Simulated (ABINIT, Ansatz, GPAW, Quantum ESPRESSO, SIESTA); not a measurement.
## One structure in several programs: Ir (Fm-3m, 1 atom in the cell)

Self-consistent single point, at a second geometry (lattice scaled by 0.98). First geometry:

```xyz
1
Lattice="0.0000 1.9507 1.9507 1.9507 0.0000 1.9507 1.9507 1.9507 0.0000" Properties=species:S:1:pos:R:3 pbc="T T T"
Ir     0.0000     0.0000     0.0000
```

Shared settings, as Ansatz (a program for electronic structure) writes them: kpoints.mp_grid.grid = 14 14 14; scf.occupations.method = gaussian; scf.occupations.width = 0.01 Ry. Potentials and cutoffs stand in the table.

```
code                                                                                                                                model  ΔF from the first geometry (meV/atom)  pressure (GPa)       cutoff
----------------  -----------------------------------------------------------------------------------------------------------------------  -------------------------------------  --------------  -----------
Ansatz                                                                                                             PBE, default PAW files                                   14.9           14.27      default
GPAW                                                                                         PBE, GPAW PAW datasets PBE (gpaw-data 1.0.1)                                    9.3           12.88       550 eV
SIESTA            GGA PBE, numerical atomic orbitals TZP, PseudoDojo PBE standard norm-conserving potentials (rewritten from UPF to PSML)                                   -4.1           11.50  grid 300 Ry
ABINIT                                                                                                        PBE, PAW (JTH v2.0 PBE PAW)                                   14.1           14.13        20 Ha
Quantum ESPRESSO                                                                                PBE, PSlibrary PAW (PBE) pseudopotentials                                   16.6           13.85        35 Ry
```

For Quantum ESPRESSO (by 0.8 GPa) the energy change implies a higher mean pressure, against the two pressures, than for the other programs: a sign of finite-basis (Pulay) stress.

On Ansatz's run: spin-orbit coupling is off. Spin polarisation is off.

The spread over the programs that give each value: ΔF from the first geometry within 20.7 meV/atom; pressure within 2.77 GPa.

SIESTA uses small atom-centred bases, whose incompleteness enters pressures, forces and empty levels differently from a plane-wave cutoff. Ansatz's pressure is given at a fixed set of plane waves, as the other plane-wave codes print theirs; with its correction for the finite basis it is 14.36 GPa. In the pressure, GPAW (by 1.11) and SIESTA (by 2.49) lie more than 1 GPa from the median of the plane-wave programs.

The starting cell comes from a database of computed structures (which also holds hypothetical and non-ambient phases and stackings), without a prior relaxation at this level. Its lattice was rescaled by a random factor within 2.5 % of one. For this run, on top of that: lattice scaled by 0.98.

Left out of this page: Elk and FLEUR (not drawn, or without a comparable value).

Keys are those of Ansatz 0.2.
